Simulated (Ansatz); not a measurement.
**How the equilibrium volume per atom of W2Ge (model structure, started from the Fe2P type, P-62m, No. 189, 9 atoms in the cell) moves with the method**

No measured value is used here.

| level (code) | value (Å³/atom) |
|---|---|
| PBE (Ansatz) | ___ |
| PBEsol (Ansatz) | 15.09 |
| PBE-D3(BJ) (Ansatz) | 15.14 |

**Question.** Fill in the missing entries.

**Answer.** 
- PBE (Ansatz, a first-principles code), value (Å³/atom): 15.54

Density-functional levels without +SOC have no spin–orbit coupling. Ansatz's density-functional and Hartree–Fock values are scalar-relativistic unless marked +SOC, with PAW data made under PBE.

A model structure was made by putting elements into a prototype or built by hand; it is no filed structure, need not be a known phase, and can be a saddle point held by its symmetry.
